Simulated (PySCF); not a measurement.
PySCF 2.14.0, PBE/gth-szv, GTH-PBE pseudopotentials, periodic, gdf: diamond-structure Si, 2 atoms. Basis and mesh were picked for this test and aren't claimed converged.

```python
import time
import numpy
from pyscf import lib
from pyscf.pbc import gto, scf, dft, df
lib.logger.TIMER_LEVEL = 4
t0 = time.perf_counter()

cell = gto.M(
    atom='''
Si     0.00000000     0.00000000     0.00000000
Si     1.35775000     1.35775000     1.35775000
''',
    a='''
    0.00000000     2.71550000     2.71550000
    2.71550000     0.00000000     2.71550000
    2.71550000     2.71550000     0.00000000
''',
    basis='gth-szv',
    pseudo='gth-pbe',
    max_memory=64000,
    precision=1e-10,
    verbose=4,
)
kpts = cell.make_kpts([3, 3, 3])
mf = dft.KRKS(cell, kpts=kpts, xc='pbe')
mf = mf.density_fit()
mf.chkfile = None
mf.kernel()
print('SCF converged:', mf.converged)
print('E(SCF) = %.10f' % mf.e_tot)
print('basis functions:', cell.nao_nr())
print('integrals held in memory:', getattr(mf, '_eri', None) is not None)
t1 = time.perf_counter()
print('wall of the SCF part: %.3f s' % (t1 - t0))
print('run ended')
```

```bash
OMP_NUM_THREADS=32 OPENBLAS_NUM_THREADS=1 python -u run.py
```

The program reports basis functions: 8, grid points: 37405, k-points: 27.

Hardware: Arm Neoverse V2, 96 cores on 1 socket, no SMT, 1 L3 cache group.

On 32 threads, 1 BLAS thread this takes 5.9 s. Wall times, medians of two to five repeats, each run alone on the node (launch to exit). Processes are pinned to neighbouring cores unless said otherwise. The times hold for this build (PyPI wheel: OpenMP (GNU), a bundled serial OpenBLAS 0.3.3 under its C layer, NumPy's threaded OpenBLAS held to generic ARMv8 kernels, libcint, Libxc). Scratch files lie in a memory file system.

### Question
Speed this job up; the result has to stay within 1.0 meV/atom in energy. Keep to 32 cores.

### Answer
Several could match; the one computed here: going from mol.precision = 1e-10 to mol.precision = 1e-06, the fastest of the measured ones that keep the result.

```diff
-    precision=1e-10,
+    precision=1e-06,
```

Time: 5.9 s to 3.2 s (1.8× as fast). The largest move is in one-off fitting integrals (inside the first J/K call): 2.3 s to 0.52 s. The count of Fock builds goes from 6 to 5. SCF cycles go from 4 to 3. These two results differ by: energy under 0.001 meV/atom. Others tried: mol.precision = 1e-08 (default) (4.0 s). 2 further settings of this study gave no repeated timing (cut by our limit, run once, or disturbed). 5 planned settings were not run, for want of time.
